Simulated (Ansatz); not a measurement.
## BaO, pressure series

The reference is BaO in the rock salt structure (space group Fm-3m, No. 225).

```
CELL_PARAMETERS angstrom
      0.00000     2.74482     2.74482
      2.74482     0.00000     2.74482
      2.74482     2.74482     0.00000
ATOMIC_POSITIONS crystal
  O  0.00000 0.00000 0.00000
  Ba 0.50000 0.50000 0.50000
```

Cell and atoms are relaxed at each pressure.

Level of theory: DFT with PBEsol, PAW potentials and a 420 eV plane-wave cutoff in Ansatz (an electronic-structure program), no SOC.

```json
[
 {"case": "base", "band gap": "1.84 eV", "electron mass": "1.2 mₑ along k, 0.38 mₑ across (at X)", "density": "6.16 g/cm³"},
 {"case": "pressure −2 GPa", "band gap": "1.94 eV", "electron mass": "1.2 mₑ along k, 0.39 mₑ across (at X)", "density": "?"},
 {"case": "pressure −1 GPa", "band gap": "1.89 eV", "electron mass": "1.2 mₑ along k, 0.38 mₑ across (at X)", "density": "6.07 g/cm³"},
 {"case": "pressure 0.9 GPa", "band gap": "1.79 eV", "electron mass": "1.2 mₑ along k, 0.38 mₑ across (at X)", "density": "6.23 g/cm³"},
 {"case": "pressure 2.1 GPa", "band gap": "?", "electron mass": "1.2 mₑ along k, 0.38 mₑ across (at X)", "density": "?"},
 {"case": "pressure 4.5 GPa", "band gap": "1.63 eV", "electron mass": "1.2 mₑ along k, 0.37 mₑ across (at X)", "density": "6.48 g/cm³"},
 {"case": "pressure 9 GPa", "band gap": "1.43 eV", "electron mass": "1.2 mₑ along k, 0.36 mₑ across (at X)", "density": "6.76 g/cm³"},
 {"case": "pressure 15 GPa", "band gap": "1.19 eV", "electron mass": "1.2 mₑ along k, 0.35 mₑ across (at X)", "density": "7.08 g/cm³"},
 {"case": "pressure 22.5 GPa", "band gap": "0.90 eV", "electron mass": "1.2 mₑ along k, 0.35 mₑ across (at X)", "density": "7.43 g/cm³"},
 {"case": "pressure 30 GPa", "band gap": "0.64 eV", "electron mass": "1.2 mₑ along k, 0.34 mₑ across (at X)", "density": "7.74 g/cm³"}
]
```

Question: Fill in the withheld entries from the trend.

Answer: 
- pressure −2 GPa, density: 5.99 g/cm³
- pressure 2.1 GPa, band gap: 1.74 eV
- pressure 2.1 GPa, density: 6.31 g/cm³

Load acts through the strain it causes; cell and atoms are relaxed under it. Masses are band curvatures over ±0.01 Å⁻¹ around the edge. Along k means along the line from Γ to the band edge. Stability against distortions was not tested. No other phases were tried under pressure.
